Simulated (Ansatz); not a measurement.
Ti, response to strain

The parent structure is Ti in the hcp (Mg type) structure (space group P6_3/mmc, No. 194; a = 2.8644 Å, c = 4.5373 Å; relaxed with 0.1 eV smearing). Axes: x lies along a and z along c of the hexagonal cell.

Strains are applied to the cell and any free atomic positions relax; under biaxial strain the out-of-plane vector relaxes too.

Level of theory: DFT with LDA, PAW potentials and a 420 eV plane-wave cutoff in Ansatz (a first-principles code), scalar-relativistic without spin-orbit coupling.

Notes on the quantities. pressure: mean of the normal stresses, compression positive.

| change | volume per atom | pressure |
|---|---|---|
| base | 16.12 Å³ | 0.0 GPa |
| biaxial strain −3.00 %, plane normal [001], relaxed out of plane | 15.62 Å³ | 4.0 GPa |
| biaxial strain −2.50 %, plane normal [001], relaxed out of plane | 15.70 Å³ | 3.4 GPa |
| biaxial strain −1.50 %, plane normal [001], relaxed out of plane | 15.86 Å³ | 2.0 GPa |
| biaxial strain −0.50 %, plane normal [001], relaxed out of plane | 16.03 Å³ | 0.7 GPa |
| biaxial strain +0.50 %, plane normal [001], relaxed out of plane | 16.21 Å³ | -0.7 GPa |
| biaxial strain +1.50 %, plane normal [001], relaxed out of plane | 16.39 Å³ | -1.9 GPa |
| biaxial strain +2.00 %, plane normal [001], relaxed out of plane | 16.48 Å³ | -2.5 GPa |
| biaxial strain +2.50 %, plane normal [001], relaxed out of plane | 16.56 Å³ | -3.1 GPa |
| biaxial strain +3.00 %, plane normal [001], relaxed out of plane | 16.65 Å³ | -3.6 GPa |

Stability against distortions was not tested. The final runs are not spin-polarised.
